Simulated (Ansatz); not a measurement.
Consider a periodic stack without vacuum, rock-salt TaC (1 1 1) on rock-salt MgO (1 1 1) (film strained to the substrate, started from cuts of the bulks and a machine-learned relaxation; slabs Mg6O5 and C4Ta4, which can lie off the formulas): substrate slab Mg6O5, film C4Ta4, surface cells [[0, -1], [1, -1]] and [[1, 0], [0, 1]], film strained by -5.0 and -5.0 %, outermost planes Mg/Mg and C/Ta as cut, which need not be the usual terminations and can put a slab off its formula. Its start:

```xyz
19
Lattice="3.0078 0.0000 0.0035 1.5039 2.6048 0.0113 -0.8467 0.7480 26.1732" Properties=species:S:1:pos:R:3 pbc="T T T"
Mg     1.9342     0.7104     1.4032
Mg     3.5498     1.4757     3.9649
Mg     2.0801     2.3107     6.4101
Mg     2.0675     0.5753     8.8675
Mg     0.5154     1.4600    11.3294
Mg     1.9478     2.3575    13.8171
O      2.0305     2.3637     2.7495
O      2.0668     0.5869     5.1709
O      0.5771     1.4388     7.6174
O      2.0494     2.3177    10.0629
O      1.9953     0.5979    12.4800
C      0.4267     1.4897    15.2226
C      1.9161     2.3536    17.9737
C      1.9098     0.6029    20.7234
C      0.4198     1.4412    23.5044
Ta     1.9262     0.6178    16.4790
Ta     0.4052     1.4836    19.2836
Ta     1.9126     2.3274    22.0727
Ta     3.4419     3.1610    24.7501
```

The start was prepared with a machine-learned potential, and the result is one local minimum, with the in-plane cell held and forces under 0.04 eV/Å; the film can end far from its bulk form.

All values below come from PBE (plane waves to 420 eV, PAW; Ansatz, a quantum-chemistry and plane-wave program). Scalar-relativistic, without spin–orbit coupling; the runs are not spin-polarised; PBE gaps are too small against experiment. Its k-point mesh 12×12×1, Fermi–Dirac width 0.05 eV.

**Question.** Predict the relaxed interface.

**Answer.** 
* **interface area**: 7.8 Å²
* **period**: 25.62 Å
* **heights between the nearest atoms of the two slabs at the two interfaces**: 1.43 and 2.64 Å
* **Mg–Ta contacts across the interfaces within 1.22 times the sum of covalent radii**: 6, mean 3.16 Å
* **C–Mg contacts across the interfaces within 1.22 times the sum of covalent radii**: 3, mean 2.25 Å
* **estimate of the barrier**: withheld, since the two interfaces are unlike
* **slope of the mean potential energy in the substrate**: +9.6 MV/cm × e
